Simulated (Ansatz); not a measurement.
System: cubic perovskite BaHfO3. Method: PBE0 (plane waves, PAW; Ansatz, an electronic-structure program).

Input file:

Ansatz 0.2 input:
```yaml
crystal:
  lattice:
    - [4.1779939683, 0.0, 0.0]
    - [0.0, 4.1779939683, 0.0]
    - [0.0, 0.0, 4.1779939683]
  atoms:
    - { symbol: Ba, position: [0.0, 0.0, 0.0] }
    - { symbol: Hf, position: [0.5, 0.5, 0.5] }
    - { symbol: O, position: [0.5, 0.0, 0.5] }
    - { symbol: O, position: [0.0, 0.5, 0.5] }
    - { symbol: O, position: [0.5, 0.5, 0.0] }
basis:
  ecutwfc: 460
  ecutrho_ratio: 4
  xc_grid: 2
kpoints:
  mp_grid: { grid: [6, 6, 6] }
hamiltonian:
  xc: pbe0
  dispersion: none
  pseudopotentials: { kind: paw }
scf:
  occupations: { method: fermi_dirac, width: 0.01 }
  convergence: { dr2_threshold: 0.0000000005 }
output:
  forces: true
  stress: true
  eigenvalues: true
```

Q: How many irreducible k-points, plane waves at Γ does the program set up, and what pressure does the run end with?

A: 20 irreducible k-points, 1647 plane waves at Γ; P = -0.37 GPa, so the cell is stretched on average and its volume would shrink at this level.

From the output:

```
WARN output.stress: scf.exx.energy_threshold = 1e-6 eV is looser than the 5e-8 eV advised for a stress under a hybrid functional (1e-8 eV for each atom of the …
Crystal: 5 atoms, lattice volume = 72.930 Å³
Basis set: ecut = 460 eV, 1647 PW (Γ), exchange–correlation on 60×60×60 points (8 copies of the dense FFT grid, shifted against one another)
Bands: 33, of which v1, the nominal top of the filled ones, is band 27 counted from 1 (26 counted from 0)
Symmetry: 48 space group operations
Space group: Pm-3m (ITA 221), of the structure as read, at distance tolerance 4.2e-5 Å
k-points: 20 of 216
Functional: x = pbe(κ = 0.804, μ = 0.2195149727645171), c = pbe(β = 0.06672455060314922), warm-up for x = 0.75 pbe(κ = 0.804, μ = 0.2195149727645171) + 0.25 exact, c = pbe(β = 0.06672455060314922)
SCF iter   1: F=—  HF=-23382.434347 eV  |F-HF|=—  |Δ(HF+E_count)|=         —  Δρ=1.36e-3  dr2=6.96e-4
SCF iter   2: F=-23382.435005 eV  HF=-23382.434950 eV  |F-HF|=5.47e-5  |Δ(HF+E_count)|=   6.04e-4  Δρ=5.61e-4  dr2=7.27e-5
Crystal: 5 atoms, lattice volume = 72.930 Å³
Initial density: handed on by an earlier stage of this run
Functional: x = 0.75 pbe(κ = 0.804, μ = 0.2195149727645171) + 0.25 exact, c = pbe(β = 0.06672455060314922)
  ...
Crystal: 5 atoms, lattice volume = 72.930 Å³
Crystal: 5 atoms, lattice volume = 72.930 Å³
SCF iter   2: F=—  HF=-23384.193856 eV  |F-HF|=—  |Δ(HF+E_count)|=  9.09e-11  Δρ=9.29e-7  dr2=6.23e-10
SCF iter   3: F=-23384.193856 eV  HF=-23384.193856 eV  |F-HF|=1.09e-11  |Δ(HF+E_count)|=  9.09e-11  Δρ=1.81e-7  dr2=2.72e-10
SCF 4 converged in 3 iterations: F = -23384.193856 eV  dr2 = 2.72e-10
Free energy (F): -23384.193856 eV
Internal energy: -23384.193856 eV  (E = F + TS)
E sigma→0 (E₀):  -23384.193856 eV
Fermi energy:    13.054847 eV
--- Forces (eV/Å), atoms counted from 1 ---
  atom   1  Ba    -0.00000000     0.00000000     0.00000000
  atom   2  Hf     0.00000000     0.00000000     0.00000000
  atom   3  O      0.00000000    -0.00000000     0.00000000
  atom   4  O      0.00000000    -0.00000000    -0.00000000
  atom   5  O      0.00000000    -0.00000000     0.00000000
--- Stress (GPa, compression-positive) ---
       -0.371806      -0.000000      -0.000000
       -0.000000      -0.371806       0.000000
        0.000000       0.000000      -0.371806
  P = ⅓ Tr σ = -0.3718 GPa (-3.718 kbar)
```

The cell is one volume of an energy–volume scan, off the minimum.

The PAW data were made under PBE.
